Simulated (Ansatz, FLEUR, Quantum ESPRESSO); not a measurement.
YbNi4Au (F-43m, 6 atoms in the cell) computed with different codes at matched settings

Self-consistent single point.

```
CELL_PARAMETERS angstrom
      2.43682     1.40690     3.97930
     -2.43682     1.40690     3.97930
      0.00000    -2.81379     3.97930
ATOMIC_POSITIONS crystal
  Yb 0.25000 0.25000 0.25000
  Ni 0.62501 0.62501 0.12498
  Ni 0.12498 0.62501 0.62501
  Ni 0.62501 0.12498 0.62501
  Ni 0.62500 0.62500 0.62500
  Au 0.00000 0.00000 0.00000
```

All programs got the same cell, k-point mesh and kind of occupations (in Ansatz's words: kpoints.mp_grid.grid = 7 7 7; scf.occupations.method = gaussian; scf.occupations.width = 0.272 eV); potentials, basis and cutoffs are each program's usual ones.

```tsv
code	model	pressure (GPa)	largest force (eV/Å)	k-points	cutoff
Ansatz	PBEsol, PAW files made with PBE	-3.40	0.134	20	default
Quantum ESPRESSO	PBEsol, SSSP 1.1.2 efficiency (PBE) pseudopotentials	-3.78	0.141	44	60 Ry
FLEUR	PBEsol, all-electron FLAPW (FLEUR), scalar-relativistic valence	–	0.133	44	Kmax 3.8 1/bohr
```

A dash marks a value that a program does not give, or that is left out as unsure.

The spread over the programs that give each value: pressure within 0.38 GPa; largest force within 0.008 eV/Å.

The starting cell comes from a database of computed structures (which also holds hypothetical and non-ambient phases and stackings), without a prior relaxation at this level. On Ansatz's run: Spin-orbit coupling is off. Spin polarisation is off. In the base run, with a pressure of about -3 GPa the cell is away from its equilibrium volume at this level.

Task: Why do the programs differ, and what cannot be compared?

Result: Differences of this kind can come from the potentials, where these differ, and from what each basis and cutoff leave unconverged. The valence holds different numbers of electrons (Ansatz (an electronic-structure program) 115, Quantum ESPRESSO 115, FLEUR 105). The zero of total energies and Fermi levels follows the potentials and each program's conventions, so they are not compared here. FLEUR treats all electrons, but the usual bases taken here (sphere radii, linearisation, local orbitals, empty states) were not tested for convergence, so the values are no reference for the others. Ansatz's pressure is given at a fixed set of plane waves, as the other plane-wave codes print theirs; with its correction for the finite basis it is -3.34 GPa. The programs reduce the same mesh by symmetry to different extents, which changes the work and not the result.

Left out of this page: Elk (not drawn, or without a comparable value).

Keys are those of Ansatz 0.2.
